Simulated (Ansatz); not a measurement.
Elastic constant C33 of double-hcp La at several levels of theory

No measured value is used here.

```
level (code)     value (GPa)  cell (Å³/atom)
---------------  -----------  --------------
LDA (Ansatz)            71.1           32.21
PBE (Ansatz)            53.3           37.13
PBEsol (Ansatz)         62.6           33.96
r²SCAN (Ansatz)         47.4           37.27
```

Each level is taken at its own relaxed cell. Cutoffs differ between the levels. Ansatz's density-functional and Hartree–Fock values are scalar-relativistic unless marked +SOC, with PAW data made under PBE.

Ansatz is a program for electronic structure.
